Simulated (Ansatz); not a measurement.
Structures of equal composition on the (100) surface of fcc Cu: a layer of In in place of the second plane; a layer of In in place of the third plane. The slabs share one bottom face, and each structure is named by its start. These are constructed structures in small cells; real faces may alloy, dewet or reconstruct in larger ones, and not all known structures of the face are among them. Slabs of about 9 Å with all that they carry, Fermi-Dirac smearing of 0.1 eV. Bottom of the slabs: a bare face, its two planes held. Relaxed from the named starts with such symmetry as they have, on meshes of like density; energies extrapolated to zero smearing; no spin-orbit coupling, no U. Spin-polarised runs, if any, are marked in brackets, and their order is one that fits the cell; the others ran without spin.

Level of theory: PBE (plane waves to 420 eV, PAW; Ansatz, an electronic-structure program).

Rank these by energy per 1x1 cell (lowest first), as PBE gives it.

a layer of In in place of the second plane (0.000 eV), a layer of In in place of the third plane (0.023 eV)
